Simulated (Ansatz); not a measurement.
**NdB4 (P4/mbm, No. 127)**

The numbers are results of r²SCAN in Ansatz (PAW), not measurements.

Run with plane-wave cutoff 560 eV, 8×8×14 k mesh (along the axes of the cell as run), Fermi–Dirac smearing 0.05 eV, spin-polarised with parallel moments, scalar-relativistic PAW data made under PBE.

Cell: relaxed at this level.

```
Item                  Result
-------------------  -------
lattice parameter a  7.215 Å
lattice parameter c  4.104 Å
```

Note: the magnetic order was assumed, not searched for or taken from measurement; the relaxation could not lower the start's symmetry, so the cell can be a saddle point above a distorted one; the 4f shell is treated without U or exact exchange, so its levels and filling can be wrong.

Spin–orbit coupling is not included; it can open a gap where bands touch, and shift volumes and moduli.

Ansatz is a quantum-chemistry and plane-wave program.
